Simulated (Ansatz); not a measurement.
Rock-salt NaH was calculated with r²SCAN-D4 in Ansatz (PAW).

Settings: plane-wave cutoff 560 eV, 12×12×12 k mesh, Fermi–Dirac smearing 0.01 eV, scalar-relativistic PAW data made under PBE.

Computed at the level's own relaxed cell.

```xyz
2
Lattice="0.0000 2.3901 2.3901 2.3901 0.0000 2.3901 2.3901 2.3901 0.0000" Properties=species:S:1:pos:R:3 pbc="T T T"
Na     0.0000     0.0000     0.0000
H      2.3901     2.3901     2.3901
```

Task: List the 5 lowest band energies at Γ above −25 eV (eV, relative to the valence band maximum), grouping those that round alike.

Result: At Γ: -22.75 (×3), -3.67, 11.72.

Ansatz is an electronic-structure program.
